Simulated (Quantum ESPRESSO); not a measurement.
## Equation of state of hcp Ti (space group 194): energy against volume (Quantum ESPRESSO, PBE)

```yaml
crystal:
  lattice:
    - [2.89755, 0.00000, 0.00000]
    - [-1.44877, 2.50935, 0.00000]
    - [0.00000, 0.00000, 4.59678]
  atoms:
    - { symbol: Ti, position: [0.66667, 0.33333, 0.75000] }
    - { symbol: Ti, position: [0.33333, 0.66667, 0.25000] }
```

Level of theory: PBE, PSlibrary PAW (PBE) pseudopotentials (plane waves; Quantum ESPRESSO). Settings: ecutwfc = 78 Ry; ecutrho = 858 Ry; occupations = smearing; smearing = fd; degauss = 0.0036749 Ry; potentials = {Ti: Ti.pbe-spn-kjpaw_psl.1.0.0.UPF}; K_POINTS = automatic 23 23 13 0 0 0; conv_thr = 1e-10 Ry; mixing_beta = 0.4. The cell above is the first row's. The rows scale it uniformly. In all rows fractional positions and the k mesh are held. E is the free energy at the stated smearing, counted from the lowest row.

| V (Å^3/atom) | E (meV/atom) |
|---|---|
| 16.711 | 12.08 |
| 17.075 | 3.13 |
| 17.438 | 0.00 |
| 17.801 | 2.15 |
| 18.165 | 9.09 |
| 18.528 | 20.38 |
| 18.891 | 35.63 |
| 19.255 | 54.46 |
| 19.618 | ? |

The 8 complete rows are fitted with the third-order Birch-Murnaghan form, a cubic in V^(-2/3), E against V. With u = V^(-2/3) - 0.146, the rows have u = 0.006991, 0.004809, 0.002708, 0.000680, -0.001286, -0.003183, -0.005018, -0.006801. Least squares gives E = 4.009 - 3159.37·u + 621852·u² - 673282·u³. Residuals (row less fit): -0.004, 0.008, 0.000, 0.002, -0.012, -0.007, 0.024, -0.011; standard error 0.015 (degrees of freedom: 4). Its minimum lies at u = 0.002551, so V0 = (0.148551)^(-3/2) = 17.47. There d²E/du² = 1233000 and d³E/du³ = -4040000, so B0 = (4/9) × 17.47^(-7/3) × 1233000 × 0.160218 = 111 GPa (the last factor turns the table's units into GPa), and B0' = 4 + (2/3) × 0.148551 × (-4040000)/1233000 = 3.7. The program's pressures in the fitted runs (not shown) pass through zero at V = 17.43, 0.18 % from this V0.

**Question.** What does the fit predict for E at V = 19.618, and how far is the calculated value from it?

**Answer.** u = -0.008523, so E = 4.009 - 3159.37 × (-0.008523) + 621852 × (-0.008523)² - 673282 × (-0.008523)³ = 76.525 meV/atom. The calculation gives 76.55 meV/atom, 0.025 meV/atom above the prediction (under 0.05 % of the range of E in the table). The row lies outside the fitted rows, so this is an extrapolation. From the scatter of the fitted rows alone, a prediction at this place has a standard error of 0.037 meV/atom, so the miss is 0.7 times that.

Carrying the step between the two nearest rows on in a straight line would have given 73.24, off by 3.31; series whose last step already gives the withheld value aren't shown. The scan was laid around a cell of about the measured size, scaled by a guess for this functional; axis ratios and inner coordinates come from that cell. The runs keep the symmetry of the cell, so they don't test it for distortions. Spin polarisation is off. The shape of the cell and the inner coordinates aren't relaxed, so V0 and B0 belong to this uniform scaling; a relaxed crystal lies no higher in energy and is usually softer. Cutoffs and mesh are single choices, not tested for convergence of this quantity. Series with a scatter that would blur these digits, or in which a gap closes, are not shown. Nor are scans whose minimum lies at an end fitted in this form.
